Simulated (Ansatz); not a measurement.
Pyrite PtAs2 was calculated with PBE0 in Ansatz (PAW).

Numerical settings: plane-wave cutoff 500 eV, 4×4×4 k mesh, gaussian smearing 0.02 eV, scalar-relativistic PAW data made under PBE.

Cell (relaxed with PBEsol):

```xyz
12
Lattice="5.9806 0.0000 0.0000 0.0000 5.9806 0.0000 0.0000 0.0000 5.9806" Properties=species:S:1:pos:R:3 pbc="T T T"
As     3.6895     5.2814     0.6992
As     0.6992     3.6895     5.2814
As     3.6895     3.6895     3.6895
As     2.2911     2.2911     2.2911
As     5.2814     0.6992     3.6895
As     5.2814     2.2911     0.6992
As     0.6992     5.2814     2.2911
As     2.2911     0.6992     5.2814
Pt     0.0000     2.9903     2.9903
Pt     2.9903     0.0000     2.9903
Pt     0.0000     0.0000     0.0000
Pt     2.9903     2.9903     0.0000
```

### Question
Predict the band gap.

### Answer

* **band gap**: 1.52 eV (on the SCF k mesh)

Note: cell and atoms aren't relaxed at this level (pressure -0.3 GPa).

Spin–orbit coupling is not included; with these elements it can move the gap by several tenths of an eV or more.

Ansatz is an electronic-structure program.
